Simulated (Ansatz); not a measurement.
Structures of equal composition on the (0001) surface of 4H silicon carbide (Si plane on top): 2x2 C adatom at H3; 2x2 C adatom at T1; 2x2 C adatom at T4. The slabs share one bottom face, and each structure is named by its start. These are constructed structures in small cells; real faces may alloy, dewet or reconstruct in larger ones, and not all known structures of the face are among them. Slabs of about 10 Å with all that they carry, Fermi-Dirac smearing of 0.025 eV. Bottom of the slabs: H caps. Relaxed from the named starts with such symmetry as they have, on meshes of like density; energies extrapolated to zero smearing; no spin-orbit coupling, no U. Spin-polarised runs, if any, are marked in brackets, and their order is one that fits the cell; the others ran without spin. Where a second, spin-polarised start was run, the lower counts.

Host crystal: 4H silicon carbide, with a band gap (PBE, scalar-relativistic without spin-orbit coupling).

Method: HSE06, at the PBE geometry (plane waves to 420 eV, PAW; Ansatz, a quantum-chemistry and plane-wave program).

Task: Order them by energy per 1x1 cell (lowest first) at the level HSE06, at the PBE geometry.

Result: 2x2 C adatom at H3 (0.000 eV, gap 1.28 eV on the mesh), 2x2 C adatom at T4 (0.018 eV, gap 1.63 eV on the mesh), 2x2 C adatom at T1 (1.167 eV, gap 0.56 eV on the mesh)
